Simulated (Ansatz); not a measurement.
Abridged Ansatz (a program for electronic structure) output:

```
Relaxation: its limit of steps is 50 (relax.max_steps)
Pseudopotential: Ge, paw, valence charge 14
Pseudopotential: Se, paw, valence charge 16
Crystal: 8 atoms, lattice volume = 189.189 Å³
Basis set: ecut = 420 eV, 3719 PW (Γ), exchange–correlation on 150×54×60 points (8 copies of the dense FFT grid, shifted against one another)
Bands: 72, of which v1, the nominal top of the filled ones, is band 60 counted from 1 (59 counted from 0)
Symmetry: 8 space group operations
k-points: 50 of 216
Functional: x = pbe(κ = 0.804, μ = 0.2195149727645171), c = pbe(β = 0.06672455060314922)
SCF iter   1: F=—  HF=-39061.920420 eV  |F-HF|=—  |Δ(HF+E_count)|=         —  Δρ=3.61e-2  dr2=3.31e0  ethr=3.10e-3  ⟨swp⟩=6.5  Hψ=12634  notcnv=0  defer=4
SCF iter   2: F=—  HF=-39061.216489 eV  |F-HF|=—  |Δ(HF+E_count)|=   7.04e-1  Δρ=1.86e-2  dr2=9.03e-1  ethr=2.76e-3  ⟨swp⟩=2.0  Hψ=4545  notcnv=0  defer=198
SCF 1 converged in 10 iterations: F = -39060.969835 eV  dr2 = 3.59e-10
relax step   1: F+E_penalty+E_count = -39060.96983543 eV  Δ(F+E_penalty+E_count) = +0.000e0 eV  max|allowed force component| = 3.698e-2 eV/Å  Δτ_max = 0.0000 Å  (10 SCF iters, accepted)
Crystal: 8 atoms, lattice volume = 189.189 Å³
SCF iter   1: F=—  HF=-39060.971283 eV  |F-HF|=—  |Δ(HF+E_count)|=         —  Δρ=3.39e-3  dr2=1.05e-2  ethr=8.55e-6  ⟨swp⟩=2.0  Hψ=10574  notcnv=0  defer=200
SCF iter   2: F=—  HF=-39060.968934 eV  |F-HF|=—  |Δ(HF+E_count)|=   2.35e-3  Δρ=1.63e-3  dr2=2.32e-3  ethr=8.55e-6  ⟨swp⟩=2.9  Hψ=5600  notcnv=0  defer=200
SCF 2 converged in 9 iterations: F = -39060.968802 eV  dr2 = 1.09e-10
relax step   2: F+E_penalty+E_count = -39060.96880200 eV  Δ(F+E_penalty+E_count) = +1.033e-3 eV  max|allowed force component| = 2.187e-2 eV/Å  Δτ_max = 0.0367 Å  (9 SCF iters, rejected (line search))
Crystal: 8 atoms, lattice volume = 189.189 Å³
SCF iter   1: F=—  HF=-39060.971686 eV  |F-HF|=—  |Δ(HF+E_count)|=         —  Δρ=2.44e-3  dr2=5.53e-3  ethr=4.59e-5  ⟨swp⟩=3.9  Hψ=6519  notcnv=0  defer=198
SCF iter   2: F=—  HF=-39060.970547 eV  |F-HF|=—  |Δ(HF+E_count)|=   1.14e-3  Δρ=1.17e-3  dr2=1.21e-3  ethr=4.61e-6  ⟨swp⟩=2.1  Hψ=5726  notcnv=0  defer=198
SCF 3 converged in 9 iterations: F = -39060.970432 eV  dr2 = 9.25e-11
relax step   3: F+E_penalty+E_count = -39060.97043159 eV  Δ(F+E_penalty+E_count) = -5.962e-4 eV  max|allowed force component| = 1.161e-2 eV/Å  Δτ_max = 0.0104 Å  (9 SCF iters, accepted)
Crystal: 8 atoms, lattice volume = 189.189 Å³
[...]
  E_disp       = -2.857371  (pairwise vdW)
--- Forces (eV/Å), atoms counted from 1 ---
  atom   1  Ge    -0.00069260    -0.00000000    -0.00069854
  atom   2  Ge     0.00069260    -0.00000000    -0.00069854
  atom   3  Ge     0.00069260     0.00000000     0.00069854
  atom   4  Ge    -0.00069260     0.00000000     0.00069854
  atom   5  Se    -0.00074467    -0.00000000    -0.00083526
  atom   6  Se     0.00074467    -0.00000000    -0.00083526
  atom   7  Se     0.00074467     0.00000000     0.00083526
  atom   8  Se    -0.00074467     0.00000000     0.00083526
--- Stress (GPa, compression-positive) ---
       -0.427630       0.000000      -0.000000
        0.000000      -0.179076      -0.000000
       -0.000000      -0.000000      -0.195160
  P = ⅓ Tr σ = -0.2673 GPa (-2.673 kbar)
--- Relaxed structure (5 steps of the walk, 4 accepted, 0 SCFs on fresh bases) ---
  atoms:
    - { symbol: Ge, position: [0.12391083349172088, 0.24999999999999994, 0.11436977989540656] }
    - { symbol: Ge, position: [0.3760891665082791, 0.7499999999999999, 0.6143697798954065] }
    - { symbol: Ge, position: [0.8760891665082791, 0.7499999999999999, 0.8856302201045935] }
    - { symbol: Ge, position: [0.6239108334917208, 0.24999999999999994, 0.3856302201045934] }
    - { symbol: Se, position: [0.8543376169095835, 0.24999999999999994, 0.49753494587972363] }
    - { symbol: Se, position: [0.6456623830904166, 0.7499999999999999, 0.9975349458797237] }
    - { symbol: Se, position: [0.1456623830904166, 0.7499999999999999, 0.5024650541202764] }
    - { symbol: Se, position: [0.3543376169095833, 0.24999999999999994, 0.0024650541202763296] }
```

Q: What was computed, and what are the main results?

A: GeSe, 8 atoms in the cell, with PBE-D3(BJ), PAW, 420 eV (Ansatz; no SOC), earlier PAW set. The last SCF converged to F = -39060.970585 eV, or -4882.6213 eV per atom, at a pressure of -0.27 GPa. The total energy compares only with runs of the same code, potentials and settings.

The cells carry an imposed strain or load. No phonon test of stability was made. The cell was made from GeSe in the GeS type structure (space group Pnma, No. 62; layered, stacked along the Cartesian x axis) by this change: uniaxial strain ε_xx = +0.48 %. The D3 term's C6 switches between coordination references near this geometry, which can add small steps to energies.

Keys are those of Ansatz 0.2.
